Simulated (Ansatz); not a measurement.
Base system: W in the bcc (W type) structure (space group Im-3m, No. 229; relaxed with 0.1 eV smearing).

```
CELL_PARAMETERS angstrom
     -1.58442     1.58442     1.58442
      1.58442    -1.58442     1.58442
      1.58442     1.58442    -1.58442
ATOMIC_POSITIONS crystal
  W  0.00000 0.00000 0.00000
```

Cartesian axes are those of the cell as printed.

Calculations: Ansatz (a program for electronic structure), r2SCAN, PAW, cutoff 500 eV, no spin-orbit coupling.

Base values:

```
Property                        Result
-----------------------------  -------
Shortest interatomic distance  2.744 Å
Band gap                          zero
```

Modification: the symmetric strain tensor [0.0104 -0.0052 0.0095; -0.0052 -0.0025 -0.0041; 0.0095 -0.0041 -0.0116]; the atoms relax in the strained cell.

Problem. Predict the new shortest interatomic distance.

Solution. The shortest interatomic distance drops by 0.0226 Å, from 2.744 Å to 2.722 Å.

Problem. What does the calculation give for the stress after the change?

Solution. The stress (xx, yy, zz, yz, xz, xy; compression positive) amounts to (-2.6, 1.8, 5.0, 1.1, -2.8, 1.5) GPa.

Problem. How does this affect the energy relative to the base?

Solution. The energy goes up by 8.3 meV/atom.

Problem. What does the calculation give for the band gap after the change?

Solution. The band gap is still zero.

Whether these cells are dynamically stable was not tested. All final runs are without spin polarisation.
